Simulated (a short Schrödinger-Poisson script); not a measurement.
## Gated Al0.25Ga0.75As/GaAs δ-doped gas

System: gated Al0.25Ga0.75As/GaAs δ-doped gas, at 300 K.

| layer | material | thickness (nm) | Na (cm⁻³) |
|---|---|---|---|
| 1 | Al0.25Ga0.75As | 30 | - |
| 2 | Al0.25Ga0.75As | 5 | - |
| 3 | GaAs | 6000 | 8e14 |

Constants are typed, rounded textbook-type inputs, not results; the design itself was drawn at random and stands for no fabricated device. Al0.25Ga0.75As: permittivity 12.19, conduction-band edge (eV) 0.198, gap (eV) 1.736, electron mass (mₑ) 0.0878, Nv at 300 K (cm⁻³) 9e18. GaAs: permittivity 12.9, conduction-band edge (eV) 0, gap (eV) 1.424, Nv at 300 K (cm⁻³) 9e18.

Channel valleys (confinement mass, in-plane density-of-states mass, number): Γ 0.067, 0.067, 1. At the gate the conduction-band edge of layer 1 lies 0.95 eV − eVg above the Fermi level of the channel; the field vanishes at the back. Sheet of ionised δ-doping: +1.7e12 e/cm² at 30 nm from the gate. The barrier under the gate holds no holes. Gaps are held at their typed values at every temperature. Mesh 0.08 nm at interfaces.

Solved with a short Schrödinger-Poisson script written for these runs: 1D Poisson equation in equilibrium, electrons quantum, Hartree (BenDaniel-Duke, 40 states a valley, the channel's in-plane mass for all, wave functions free to enter the barrier), parabolic valleys, classical holes, full ionisation, no traps, pinning or gate leakage.

```csv
Vg (V),electrons (cm⁻²),in the channel layer,C (μF/cm²),Γ E0 (meV),Γ E1 (meV)
0.5,7.37e11,6.99e11,0.267,0.8,42.6
0.45,6.54e11,6.26e11,0.262,5.3,45.4
0.4,5.73e11,5.52e11,0.257,10.2,48.5
0.35,4.94e11,4.78e11,0.252,15.6,52.1
0.3,4.17e11,4.05e11,0.246,21.7,56.1
0.25,3.41e11,3.33e11,0.238,28.5,60.9
0.2,2.68e11,2.63e11,0.229,36.5,66.7
0.15,1.99e11,1.96e11,0.216,46.0,73.9
0.1,1.35e11,1.33e11,0.197,58.0,83.5
0.05,7.84e10,7.76e10,0.166,74.0,97.1
0,3.47e10,3.44e10,0.117,96.9,117.9
-0.05,9.91e9,9.83e9,0.0542,130.6,150.2
-0.1,1.89e9,1.88e9,0.0188,174.1,193.1
-0.15,3.08e8,3.06e8,0.0103,221.5,240.0
-0.2,4.88e7,4.84e7,0.00900,269.6,287.8
-0.25,7.70e6,7.64e6,0.00900,317.8,335.6
-0.3,1.22e6,1.21e6,0.00922,365.9,383.4
```

Gate voltages with under 1e6 electrons/cm² are left out.

Subbands count from the Fermi level.
